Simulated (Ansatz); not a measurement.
Pressure series in PbO

The parent structure is PbO (space group P4/nmm, No. 129; a = 3.9696 Å, c = 4.7054 Å).

Cell and atoms are relaxed at each pressure.

Calculations: plane-wave PAW DFT at the PBEsol-D3(BJ) level (Ansatz, a quantum-chemistry and plane-wave program, 420 eV), scalar-relativistic without spin-orbit coupling.

Before the change:

```
Item       Result
--------  -------
Band gap  0.90 eV
```

### Question
The aim is a band gap between 1.23 eV and 1.32 eV. Which of these changes reaches it?
(A) pressure −2 GPa
(B) pressure 7.5 GPa
(C) pressure 5 GPa
(D) pressure 3 GPa

### Answer
A, pressure −2 GPa. It gives 1.27 eV; pressure 7.5 GPa gives 0.65 eV; pressure 3 GPa gives 0.71 eV; pressure 5 GPa gives 0.67 eV. Changes not listed may reach it too

Spin-orbit coupling, missing from the scalar runs, can matter with Pb. Load acts through the strain it causes; cell and atoms are relaxed under it. No phonon test of stability was made. No other phases were tried under pressure.
